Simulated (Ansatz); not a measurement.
Take Yb in the fcc (Cu type) structure (space group Fm-3m, No. 225; a = 5.223 Å) as the base.

Structures relaxed with PBE (Ansatz, a quantum-chemistry and plane-wave program, PAW, no SOC), earlier PAW set.

Base:

Simulated powder pattern, Cu Kα1, λ = 1.54056 Å (kinematic, ideal powder, no thermal factors, no anomalous dispersion; the 14 strongest lines at most, above 2 %, up to 2θ = 90°):

```csv
2θ (°),I/Imax (%),hkl
29.60,100,(111)
34.31,52,(200)
49.31,38,(220)
58.57,45,(311)
61.45,13,(222)
72.31,6.1,(400)
80.01,19,(331)
82.54,17,(420)
```

It is then changed as follows: Ca takes the place of Yb on all its sites, then cell and atoms are relaxed.

Predict the new powder pattern.


Simulated powder pattern, Cu Kα1, λ = 1.54056 Å (kinematic, ideal powder, no thermal factors, no anomalous dispersion; the 14 strongest lines at most, above 2 %, up to 2θ = 90°):

```json
[
 {"2θ (°)": "27.94", "I/Imax (%)": "100", "hkl": "(111)"},
 {"2θ (°)": "32.38", "I/Imax (%)": "50", "hkl": "(200)"},
 {"2θ (°)": "46.44", "I/Imax (%)": "33", "hkl": "(220)"},
 {"2θ (°)": "55.08", "I/Imax (%)": "38", "hkl": "(311)"},
 {"2θ (°)": "57.75", "I/Imax (%)": "11", "hkl": "(222)"},
 {"2θ (°)": "67.78", "I/Imax (%)": "4.7", "hkl": "(400)"},
 {"2θ (°)": "74.84", "I/Imax (%)": "14", "hkl": "(331)"},
 {"2θ (°)": "77.13", "I/Imax (%)": "13", "hkl": "(420)"},
 {"2θ (°)": "86.15", "I/Imax (%)": "9.4", "hkl": "(422)"}
]
```

The indices refer to each structure's own conventional cell; one index is shown for lines that coincide.

The state of the 4f shell was not checked for lower solutions. Whether these cells are dynamically stable was not tested. Seeded moments were not kept for the base. All final runs are without spin polarisation.
